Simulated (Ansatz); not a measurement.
Consider the energy of the reaction as written. Reaction: 3 cell B → cell A. Negative: the products are lower in energy.

Cell A: a slab of composition Al3N3, 6 atoms, hexagonal cell of 3.24 Å (9.1 Å²), symmetry P-6m2, 4.3 Å thick under 16 Å of vacuum, in-plane vectors held at the given values, so it may be strained; planes from bottom to top: AlN × 3; a model cell; spin state with PBE: run without spin, k-point mesh 11×11×1.
```xyz
6
Lattice="3.2424 0.0000 0.0000 -1.6212 2.8080 0.0000 0.0000 0.0000 20.3400" Properties=species:S:1:pos:R:3 pbc="T T T"
Al     0.0000     1.8720     8.0880
N      1.6212     0.9360     7.9958
N      0.0000     1.8720    10.1700
Al     1.6212     0.9360    10.1700
Al     0.0000     1.8720    12.2520
N      1.6212     0.9360    12.3442
```

Cell B: a sheet of composition AlN built on AlN (zinc blende, F-43m) (111), with 1 atoms on that crystal's sites, 2 atoms, hexagonal cell of 3.11 Å (8.4 Å²), symmetry P-6m2, 0.0 Å thick under 16 Å of vacuum, in-plane vectors held at the crystal's; planes from bottom to top: AlN, all atoms in one plane; spin state with PBE: run without spin, k-point mesh 11×11×1.
```
CELL_PARAMETERS angstrom
      3.11350     0.00000     0.00000
     -1.55675     2.69637     0.00000
      0.00000     0.00000    16.00000
ATOMIC_POSITIONS crystal
  Al 0.33333 0.66667 0.50000
  N  0.66667 0.33333 0.50000
```

Plane-wave PAW calculations with Ansatz (a program for electronic structure), its default PAW set, cutoff 420 eV, 500 eV for r2SCAN. The structures are at rest with PBE, within the held lattices; other levels are single points on them. HSE06 runs on coarser k-point meshes, mended by the PBE difference between the two meshes. Neutral cells; Fermi-Dirac smearing of at most 0.05 eV in the solids, energies taken to zero width. The lattices are those relaxed with PBE or held as stated, so at other levels the solids can be strained, which adds to the spread. A dispersion term (D3(BJ), or D4 for r2SCAN) was computed beside these levels and is taken off wherever the name lacks it. No zero-point or thermal terms. The structures are the rest points that the relaxations reached, not proven lowest. No correction for cell size. The cells' k-point meshes differ in density, so the last digit is unsettled. Cell A has symmetry P-6m2 and got no random move, so less symmetric positions, which may lie lower, weren't tried. Cell B has symmetry P-6m2 and got no random move, so less symmetric positions, which may lie lower, weren't tried.

What is the computed value (r2SCAN)?

-1.85 eV, for 3 cell B → cell A.

How does the value move with the functional?


```tsv
Functional	value (eV)	less r2SCAN
PBE	-1.58	0.27
HSE06	-1.75	0.10
```

The levels span 0.27 eV, from r2SCAN (-1.85) to PBE (-1.58).
